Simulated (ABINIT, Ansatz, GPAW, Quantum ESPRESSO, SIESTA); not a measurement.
**V (Im-3m, 1 atom in the cell) computed with different codes at matched settings**

Self-consistent single point.

```
CELL_PARAMETERS angstrom
     -1.50879     1.50879     1.50879
      1.50879    -1.50879     1.50879
      1.50879     1.50879    -1.50879
ATOMIC_POSITIONS crystal
  V  0.00000 0.00000 0.00000
```

All programs got the same cell, k-point mesh and kind of occupations (in Ansatz's words: kpoints.mp_grid.grid = 15 15 15; scf.occupations.method = fermi_dirac; scf.occupations.width = 0.1 eV); potentials, basis and cutoffs are each program's usual ones.

| code | model | pressure (GPa) | k-points | cutoff |
|---|---|---|---|---|
| Quantum ESPRESSO | PBE, SSSP 1.1.2 precision (PBE) pseudopotentials | -3.51 | 120 | 65 Ry |
| Ansatz | PBE, default PAW files | -3.44 | 120 | 420 eV |
| GPAW | PBE, GPAW PAW datasets PBE (gpaw-data 1.0.1) | -2.22 | 120 | 800 eV |
| SIESTA | GGA PBE, numerical atomic orbitals DZP, PseudoDojo PBE standard norm-conserving potentials (rewritten from UPF to PSML) | -4.81 | 1688 | grid 350 Ry |
| ABINIT | PBE, norm-conserving pseudopotentials (PseudoDojo nc-sr-05 PBE standard) | -3.33 | 120 | 1143 eV |

The spread over the programs that give each value: pressure within 2.59 GPa.

The starting cell has typed, rounded lattice constants, without a prior relaxation at this level. Its lattice was rescaled by a random factor within 2.5 % of one. On Ansatz's run: Spin polarisation is off. In the base run, with a pressure of about -3 GPa the cell is away from its equilibrium volume at this level.

Problem. Why do the programs differ, and what cannot be compared?

Solution. Differences of this kind can come from the potentials, where these differ, and from what each basis and cutoff leave unconverged. The zero of total energies and Fermi levels follows the potentials and each program's conventions, so they are not compared here. SIESTA uses small atom-centred bases, whose incompleteness enters pressures, forces and empty levels differently from a plane-wave cutoff. Ansatz's pressure is given at a fixed set of plane waves, as the other plane-wave codes print theirs; with its correction for the finite basis it is -3.36 GPa. The programs reduce the same mesh by symmetry to different extents, which changes the work and not the result. In the pressure, GPAW (by 1.16) and SIESTA (by 1.42) lie more than 1 GPa from the median of the plane-wave programs.

Left out of this page: Elk and FLEUR (not drawn, or without a comparable value).

Ansatz is a quantum-chemistry and plane-wave program.

Keys are those of Ansatz 0.2.
